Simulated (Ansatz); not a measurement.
HfC (model structure, within 0.1 Å of P6₃/mmc, No. 194, 4 atoms in the cell), treated with r²SCAN+SOC (Ansatz, a program for electronic structure, plane waves, PAW).

Input:

Ansatz 0.2 input:
```yaml
crystal:
  lattice:
    - [3.8150729349, 0.0, 0.0]
    - [-1.9075364675, 3.3039500789, 0.0]
    - [0.0, 0.0, 4.6012484119]
  atoms:
    - { symbol: Hf, position: [0.3333333333, 0.6666666667, -0.0583378282] }
    - { symbol: Hf, position: [0.6666666667, 0.3333333333, 0.4416621718] }
    - { symbol: C, position: [0.3333333333, 0.6666666667, 0.4333378282] }
    - { symbol: C, position: [0.6666666667, 0.3333333333, 0.9333378282] }
basis:
  ecutwfc: 560
  ecutrho_ratio: 4
  xc_grid: 3
kpoints:
  mp_grid: { grid: [12, 12, 8] }
  band_path:
    path:
      - [0.0, 0.0, 0.0]
      - [0.055556, 0.0, 0.0]
      - [0.111111, 0.0, 0.0]
      - [0.166667, 0.0, 0.0]
      - [0.222222, 0.0, 0.0]
      - [0.277778, 0.0, 0.0]
      - [0.333333, 0.0, 0.0]
      - [0.388889, 0.0, 0.0]
      - [0.444444, 0.0, 0.0]
      - [0.5, 0.0, 0.0]
      - [0.466667, 0.066667, 0.0]
      - [0.433333, 0.133333, 0.0]
      - [0.4, 0.2, 0.0]
      - [0.366667, 0.266667, 0.0]
      - [0.333333, 0.333333, 0.0]
      - [0.30303, 0.30303, 0.0]
      - [0.272727, 0.272727, 0.0]
      - [0.242424, 0.242424, 0.0]
      - [0.212121, 0.212121, 0.0]
      - [0.181818, 0.181818, 0.0]
      - [0.151515, 0.151515, 0.0]
      - [0.121212, 0.121212, 0.0]
      - [0.090909, 0.090909, 0.0]
      - [0.060606, 0.060606, 0.0]
      - [0.030303, 0.030303, 0.0]
      - [0.0, 0.0, 0.083333]
      - [0.0, 0.0, 0.166667]
      - [0.0, 0.0, 0.25]
      - [0.0, 0.0, 0.333333]
      - [0.0, 0.0, 0.416667]
      - [0.0, 0.0, 0.5]
      - [0.055556, 0.0, 0.5]
      - [0.111111, 0.0, 0.5]
      - [0.166667, 0.0, 0.5]
      - [0.222222, 0.0, 0.5]
      - [0.277778, 0.0, 0.5]
      - [0.333333, 0.0, 0.5]
      - [0.388889, 0.0, 0.5]
      - [0.444444, 0.0, 0.5]
      - [0.5, 0.0, 0.5]
      - [0.466667, 0.066667, 0.5]
      - [0.433333, 0.133333, 0.5]
      - [0.4, 0.2, 0.5]
      - [0.366667, 0.266667, 0.5]
      - [0.333333, 0.333333, 0.5]
      - [0.30303, 0.30303, 0.5]
      - [0.272727, 0.272727, 0.5]
      - [0.242424, 0.242424, 0.5]
      - [0.212121, 0.212121, 0.5]
      - [0.181818, 0.181818, 0.5]
      - [0.151515, 0.151515, 0.5]
      - [0.121212, 0.121212, 0.5]
      - [0.090909, 0.090909, 0.5]
      - [0.060606, 0.060606, 0.5]
      - [0.030303, 0.030303, 0.5]
      - [0.5, 0.0, 0.416667]
      - [0.5, 0.0, 0.333333]
      - [0.5, 0.0, 0.25]
      - [0.5, 0.0, 0.166667]
      - [0.5, 0.0, 0.083333]
      - [0.333333, 0.333333, 0.416667]
      - [0.333333, 0.333333, 0.333333]
      - [0.333333, 0.333333, 0.25]
      - [0.333333, 0.333333, 0.166667]
      - [0.333333, 0.333333, 0.083333]
    npoints: 1
hamiltonian:
  xc: r2scan
  dispersion: none
  pseudopotentials: { kind: paw }
scf:
  occupations: { method: fermi_dirac, width: 0.01 }
  convergence: { dr2_threshold: 0.0000000004 }
output:
  forces: true
  stress: true
  eigenvalues: true
  write_bands: true
magnetization:
  noncollinear: true
  spin_orbit: true
```

The run printed, among other lines:

```
Crystal: 4 atoms, lattice volume = 57.998 Å³
Basis set: ecut = 560 eV, 1763 PW (Γ), exchange–correlation on 90×90×108 points (27 copies of the dense FFT grid, shifted against one another)
Bands: 72, of which v1, the nominal top of the filled ones, is band 60 counted from 1 (59 counted from 0)
Symmetry: 12 space group operations + 12 with time reversal
k-points: 95 of 1152 (time reversal used)
Initial density: superposition of atomic densities (chi_scale 0.1, normalization cell, long waves kept (reshape's long-wave potential 0.00 eV rms))
Functional: x = r2scan, c = r2scan; τ floored in thin density (d = 2e-4 eV/Å³)
spin=Noncollinear: Resta preconditioning applied to the charge; magnetization (m_x, m_y, m_z) channels mix plain (no charge-response kernel on spin).
SCF 1 converged in 11 iterations: F = -31921.689702 eV  dr2 = 4.97e-11
SCF converged after 11 iterations
Free energy (F): -31921.689702 eV
Internal energy: -31921.689596 eV  (E = F + TS)
E sigma→0 (E₀):  -31921.689649 eV
Fermi energy:    16.915298 eV
--- Forces (eV/Å), atoms counted from 1 ---
  atom   1  Hf     0.00000000    -0.00000000    -0.03320439
  atom   2  Hf     0.00000000     0.00000000    -0.03320439
  atom   3  C     -0.00000000    -0.00000000     0.03321236
  atom   4  C      0.00000000     0.00000000     0.03321236
--- Stress (GPa, compression-positive) ---
        2.986169       0.000000       0.000000
        0.000000       2.986169      -0.000000
        0.000000      -0.000000       4.064182
  P = ⅓ Tr σ = 3.3455 GPa (33.455 kbar)
```

The PAW data were made under PBE.

Note: cell and atoms aren't relaxed at this level (largest force component 0.03 eV/Å, pressure 3.3 GPa).

It cost very roughly 5 core-minutes of CPU time.

A model structure was made by putting elements into a prototype or built by hand; it is no filed structure, need not be a known phase, and can be a saddle point held by its symmetry.
